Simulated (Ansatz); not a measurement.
Take HfSi$_{2}$ (space group Cmcm, No. 63; a = 3.650 Å, b = 14.350 Å, c = 3.635 Å) as the base. Axes: x, y, z lie along a, b, c of the conventional cell.

Method: DFT with PBEsol, PAW potentials and a 420 eV plane-wave cutoff in Ansatz (a first-principles code), no spin-orbit coupling.

Strains are applied to the cell and any free atomic positions relax.

One change was made to it. Results:

| quantity | base | after |
|---|---|---|
| energy relative to the base (free energy F) | 0 meV/atom | +37 meV/atom |
| pressure (mean of the normal stresses, compression positive) | 0.0 GPa | 8.9 GPa |

### Question
Which change produced these results?
A. isotropic strain −1.21 %
B. uniaxial strain ε_xx = +2.01 %
C. strain tensor (xx, yy, zz, yz, xz, xy) = (+0.11, +2.39, −1.39, +0.26, −0.56, +0.77) %
D. uniaxial strain ε_xx = −5.13 %

### Answer
D, uniaxial strain ε_xx = −5.13 %. For comparison, the energy relative to the base in the other runs: isotropic strain −1.21 % gives +9.6 meV/atom; uniaxial strain ε_xx = +2.01 % gives +4.9 meV/atom; strain tensor (xx, yy, zz, yz, xz, xy) = (+0.11, +2.39, −1.39, +0.26, −0.56, +0.77) % gives +8.0 meV/atom.

Without a gap, meshes like the base's 13×13×13 leave anisotropic stresses uncertain by several tenths of a GPa, and small strain energies with them. Stability against distortions was not tested. The final runs are not spin-polarised.
